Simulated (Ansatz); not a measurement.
## BeS: pressure 2.1 GPa

Base system: BeS in the zinc blende structure (space group F-43m, No. 216; a = 4.869 Å).

One thing is altered: cell and atoms relaxed at a pressure of 2.1 GPa.

The values are results of DFT with r2SCAN, PAW potentials and a 500 eV plane-wave cutoff in Ansatz (a first-principles code), without spin-orbit coupling, not measurements. Settings: 12×12×12 k-points, 0.05 eV Fermi–Dirac smearing.

- Lattice parameter a = 4.835 Å (base 4.869 Å)
- Shortest interatomic distance = 2.094 Å (base 2.108 Å)
- Enthalpy H = E + PV relative to the base's energy = +0.19 eV/atom
- Band gap = 3.54 eV (base 3.59 eV)
- Gap character = indirect, Γ → X (base indirect, Γ → X)
- Smallest direct gap = 6.22 eV (base 6.22 eV)
- Mean gap deformation potential ΔEg/Δln V = +2.2 eV
- Width of the top valence band = 3.46 eV (base 3.35 eV)
- Electron mass = 0.78 mₑ along k, 0.28 mₑ across (at X) (base 0.79 mₑ along k, 0.29 mₑ across (at X))
- Hole mass (degenerate bands, along [100]) = 0.34, 0.55, 0.55 mₑ (at Γ) (base 0.34, 0.57, 0.57 mₑ (at Γ))

Final structure:

```
CELL_PARAMETERS angstrom
      0.00000     2.41748     2.41748
      2.41748     0.00000     2.41748
      2.41748     2.41748     0.00000
ATOMIC_POSITIONS crystal
  Be 0.00000 0.00000 0.00000
  S  0.25000 0.25000 0.25000
```

Load acts through the strain it causes; cell and atoms are relaxed under it. Masses are band curvatures over ±0.01 Å⁻¹ around the edge. Along k means along the line from Γ to the band edge. Whether these cells are dynamically stable was not tested.
